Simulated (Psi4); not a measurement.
Psi4 1.11, HF/def2-svp: In(Et)(Vi)(OMe) (C=[CH][In]([CH2]C)[O]C), 18 atoms. The geometry is a generated start, not checked to be a minimum at this level.

```yaml
task: energy
method: scf
basis: def2-svp
memory: 3 GB
maxiter: 100
keys_of_the_molecule_block: symmetry c1
scf_type: df (default)
diis_max_vecs: 10 (default)
e_convergence: 1e-06 (default)
d_convergence: 1e-06 (default)
effective_core_potentials: those of the basis set, past Kr
basis_functions: 165
```

```xyz
18

In     0.3953     0.2058    -0.1651
C     -1.0929    -1.4994     0.2067
C     -2.5316    -1.0953    -0.0561
H     -0.9464    -1.7982     1.2467
H     -0.7866    -2.3236    -0.4413
H     -2.6617    -0.7518    -1.0823
H     -2.8368    -0.2904     0.6136
H     -3.2021    -1.9422     0.1027
C      0.5113     2.2167    -1.1166
C     -0.5295     2.8748    -1.5871
H      1.5084     2.6421    -1.1324
H     -0.4409     3.8664    -2.0172
H     -1.5302     2.4644    -1.5739
O      2.2295     0.0056     0.6140
C      2.8427    -0.9491     1.4259
H      3.6206    -1.4822     0.8649
H      3.3163    -0.4502     2.2804
H      2.1346    -1.6934     1.8170
```

With the defaults (damping_percentage = 0, diis_start = 1, level_shift = 0, level_shift_cutoff = 0.01, scf_initial_accelerator = adiis, guess = auto, which took SAD) it converges in 9 SCF iterations. One run each on 2 threads, with these changes:
- damping_percentage = 60
- guess = modhuckel
- guess = core
- diis_start = 4
- level_shift = 0.5, level_shift_cutoff = 0.001
- scf_initial_accelerator = ediis
- guess = sapgau
- scf_initial_accelerator = none
- guess = huckel

Which runs fail or end elsewhere than the default run?

No convergence: damping_percentage = 60 (the run ends without SCF convergence in 100 iterations). The rest reach the solution of the defaults.

| setting | SCF iterations | end |
|---|---|---|
| the defaults | 9 | same solution |
| level_shift = 0.5, level_shift_cutoff = 0.001 | 9 | same solution |
| scf_initial_accelerator = none | 9 | same solution |
| scf_initial_accelerator = ediis | 9 | same solution |
| diis_start = 4 | 10 | same solution |
| guess = modhuckel | 10 | same solution |
| guess = huckel | 10 | same solution |
| guess = core | 14 | same solution |
| guess = sapgau | 16 | same solution |
| damping_percentage = 60 | 100 | no convergence |
